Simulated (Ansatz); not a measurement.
The parent structure is PbS (space group P6_3/mmc, No. 194; a = 5.001 Å, c = 5.982 Å; a hypothetical phase, not in the database extracts checked).

It is then changed as follows: a hydrostatic pressure of 10 GPa.

Levels (all Ansatz, a program for electronic structure, PAW): r2SCAN (500 eV, no spin-orbit coupling); HSE06 (420 eV, without spin-orbit coupling).

The geometry is relaxed with r2SCAN.

| Quantity | Result |
|---|---|
| r2SCAN lowest conduction level above the VBM at special points | H 1.38 eV; L 1.52 eV; Γ 1.66 eV |

With HSE06 at the same geometry, the lowest conduction level above the VBM at special points goes from H 1.38 eV; L 1.52 eV; Γ 1.66 eV to H 1.57 eV; L 1.74 eV; Γ 1.98 eV.

Single points use the geometry relaxed with r2SCAN. Their cutoffs differ, which shifts pressures a little. HSE06 was sampled on its mesh, a few special points and the semilocal edge points, so its gap is an upper bound. The levels and masses belong to the bands next to the band gap. Load acts through the strain it causes; cell and atoms are relaxed under it. Stability against distortions was not tested. No other phases were tried under pressure. The base started in P6_3mc and relaxed to P6_3/mmc at this level.
